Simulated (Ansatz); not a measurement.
# Effect of pressure 9 GPa on Cu

Take Cu in the fcc (Cu type) structure (space group Fm-3m, No. 225; a = 3.5768 Å) as the base.

The change: cell and atoms relaxed at a pressure of 9 GPa.

Method: Ansatz (a program for electronic structure) r2SCAN, no SOC. Settings: 22×22×22 k-points, 0.05 eV Fermi–Dirac smearing.

Density: 9.68 g/cm³ (base 9.22 g/cm³)
Lattice parameter a: 3.519 Å (base 3.577 Å)
Shortest interatomic distance: 2.488 Å (base 2.529 Å)
Enthalpy H = E + PV relative to the base's energy: +0.63 eV/atom
Band gap: zero (base zero)

Final structure:

```yaml
crystal:
  lattice:
    - [0.00000, 1.75963, 1.75963]
    - [1.75963, 0.00000, 1.75963]
    - [1.75963, 1.75963, 0.00000]
  atoms:
    - { symbol: Cu, position: [0.00000, 0.00000, 0.00000] }
```

Cost of the whole job for the changed cell (relaxation, final SCF and bands): roughly 25 core-seconds.

Load acts through the strain it causes; cell and atoms are relaxed under it. Stability against distortions was not tested. No other phases were tried under pressure. The final runs are not spin-polarised.
